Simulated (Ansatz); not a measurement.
**Effect of strain tensor (xx, yy, zz, yz, xz, xy) = (+1.63, −0.94, −1.71, −1.18, +0.14, +0.45) % on Ge**

The reference is Ge (space group P6_3/mmc, No. 194; a = 3.995 Å, c = 6.599 Å; a cell from a computed database, its experimental status unchecked). Axes: x lies along a and z along c of the hexagonal cell.

It is then changed as follows: the symmetric strain tensor [0.0163 0.0045 0.0014; 0.0045 -0.0094 -0.0118; 0.0014 -0.0118 -0.0171]; the atoms relax in the strained cell.

The values are results of r2SCAN (Ansatz, a quantum-chemistry and plane-wave program, PAW, no SOC), earlier PAW set, not measurements. k-mesh 10×10×5 (Γ-centred); smearing 0.05 eV (Fermi–Dirac).

```tsv
quantity	base	changed	shift
volume per atom	22.80 Å³	22.56 Å³	-0.24 Å³
space group	P6_3/mmc (No. 194)	P-1 (No. 2)	–
energy relative to the base (free energy F)	0 meV/atom	+8.4 meV/atom	+8.4 meV/atom
pressure (mean of the normal stresses, compression positive)	0.0 GPa	0.9 GPa	+0.9 GPa
band gap	0.10 eV	zero	–
largest internal atomic displacement	–	0.017 Å	–
stress (xx, yy, zz, yz, xz, xy; compression positive) (rough)	–	(-1.6, 1.2, 2.9, 1.0, -0.1, -0.5) GPa	–
```

The mesh was chosen for an insulator and is coarse for the gapless case. Without a gap, meshes like the base's 10×10×5 leave anisotropic stresses uncertain by several tenths of a GPa, and small strain energies with them. No phonon test of stability was made. This is not the structure that Ge has at room temperature and ambient pressure. A zero or small gap of Ge can be the functional's error rather than a property of the material.
